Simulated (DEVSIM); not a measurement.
Device: Co/SiO2/p-GaSb capacitor, at 300 K.

```csv
layer (left to right),material,thickness (nm),Na (cm⁻³)
1,SiO2,3.70,-
2,GaSb,740,6.6e17
```

Metal gate on the left, work function 5 eV. Fixed charge at the semiconductor interface -3.6e10 cm⁻² (in units of +e); interface traps 4.4e12 cm⁻² eV⁻¹, uniform in energy, neutral level at 0.5 of the gap above the valence band.

Constants are typed, rounded textbook-type inputs, not results; the design itself was drawn at random and stands for no fabricated device. Values at 300 K; Nc and Nv go as T^1.5, mobilities as T to minus their exponent, the gap by Varshni's rule with the affinity fixed.

```tsv
parameter	SiO2	GaSb
gap (eV)	9	0.726
affinity (eV)	0.9	4.06
permittivity	3.9	15.7
Nc (cm⁻³)	-	2.1e17
Nv (cm⁻³)	-	1.8e19
Varshni α (eV/K)	-	0.00042
Varshni β (K)	-	140
```

Simulated with DEVSIM: 1D Poisson equation in equilibrium, Boltzmann statistics, complete ionisation; no quantum confinement or tunnelling. Metal contacts follow the ideal Schottky-Mott rule: no Fermi-level pinning, no interface dipoles.

Base results: flat-band voltage (V) 0.10; minimum of the low-frequency capacitance (μF/cm²) 0.502.

### Question
What follows from this one change: substrate doping 6.6e+17 → 1.3e+17 cm^-3?

### Answer
flat-band voltage 0.10 → 0.17 V; minimum of the low-frequency capacitance 0.502 → 0.455 μF/cm².

### Question
What follows from this one change: temperature 300 → 250 K?

### Answer
flat-band voltage 0.10 → 0.04 V; minimum of the low-frequency capacitance little changed (0.498 μF/cm²).

### Question
What follows from this one change: fixed charge -3.6e+10 → -3.036e+12 cm^-2?

### Answer
flat-band voltage 0.10 → 0.61 V; minimum of the low-frequency capacitance little changed (0.502 μF/cm²).

### Question
What follows from this one change: interface trap density 4.4e+12 → 3e+11 cm^-2 eV^-1?

### Answer
flat-band voltage 0.10 → 0.29 V; minimum of the low-frequency capacitance 0.502 → 0.292 μF/cm².
